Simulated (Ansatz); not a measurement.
Take GaAs in the zinc blende structure (space group F-43m, No. 216; a = 5.667 Å) as the base. Axes: x, y, z lie along the cube axes.

All numbers come from Kohn–Sham DFT with the r2SCAN functional, run in Ansatz (an electronic-structure program) with PAW and 500 eV plane waves, scalar-relativistic without spin-orbit coupling.

A first run, uniaxial strain ε_zz = −1.22 %, gives secant values C11 ≈ 120 GPa and C12 ≈ 53 GPa from its stress. A second run applies biaxial strain −0.83 %, plane normal [001], relaxed out of plane.

What does linear elasticity predict for −ε⊥/ε∥ in the second run, and what does the run give?

Linear elasticity: 2 C12/C11 = 0.88. The run gives 0.85; any difference comes from nonlinear terms at these strains and numerical noise.

Stability against distortions was not tested.
